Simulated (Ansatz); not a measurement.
## TiTe2 in the CdI2 type structure (space group P-3m1, No. 164; layered, stacked along the Cartesian z axis)

```xyz
3
Lattice="3.7840 0.0000 0.0000 -1.8920 3.2770 0.0000 0.0000 0.0000 6.6016" Properties=species:S:1:pos:R:3 pbc="T T T"
Ti     0.0000     0.0000     0.0000
Te     0.0000     2.1847     1.6956
Te     1.8920     1.0923     4.9060
```

Computed with r2SCAN+rVV10, PAW, 500 eV (Ansatz, an electronic-structure program; without spin-orbit coupling). Settings: 14×14×7 k-points, 0.05 eV Fermi–Dirac smearing.

- Volume per atom: 27.29 Å³
- Density: 6.15 g/cm³
- Band gap: zero
- Total energy: -5497.260 eV/atom (σ→0; compares only within this code and set-up)

No phonon test of stability was made. All final runs are without spin polarisation.
